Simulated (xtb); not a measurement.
xtb 6.7.1, GFN1-xTB: W(NH)2(Cl)(NMe2) (C[N](C)[W](=[NH])(=[NH])[Cl]), 15 atoms. The geometry is a generated start, not checked to be a minimum at this level.

```
Property                   Value
-----------------  -------------
run flags                 --grad
method                  GFN1-xTB
--acc                1 (default)
--etemp (K)        300 (default)
basis functions               56
valence electrons             44
```

```xyz
15

W     -0.6615     0.7376    -1.0956
N     -2.3562     0.2682    -0.8056
H     -3.2926    -0.1339    -0.8572
N     -0.0012     0.0281    -2.5891
H      0.1120    -0.4506    -3.4833
Cl    -0.4694     2.9737    -1.0713
N      0.4147     0.0526     0.3994
C     -0.1424     0.1026     1.7458
C      1.5835    -0.8119     0.3682
H     -0.4489    -0.9004     2.0829
H      0.6058     0.4842     2.4558
H     -1.0133     0.7698     1.7666
H      2.3726    -0.4245     1.0299
H      1.3239    -1.8284     0.7072
H      1.9732    -0.8669    -0.6536
```

Charge 0 and multiplicity 1 are set for this test and not shown to be the ground state.

One run each on 1 thread. Values of broydamp tried: 0.02, 0.05, 0.1, 0.2, 0.4 (default), 0.6, 0.8, 1.

Question: How does the count of SCC iterations change with broydamp, and where is it least?

Answer: Fewest SCC iterations, within one of each other: 0.4 (default) with 11, 0.6 with 11, 0.8 with 12. The count rises to 18 at 0.02. All converge to one solution.

| broydamp | SCC iterations | end |
|---|---|---|
| 0.02 | 18 | same solution |
| 0.05 | 16 | same solution |
| 0.1 | 13 | same solution |
| 0.2 | 13 | same solution |
| 0.4 (default) | 11 | same solution |
| 0.6 | 11 | same solution |
| 0.8 | 12 | same solution |
| 1 | 13 | same solution |
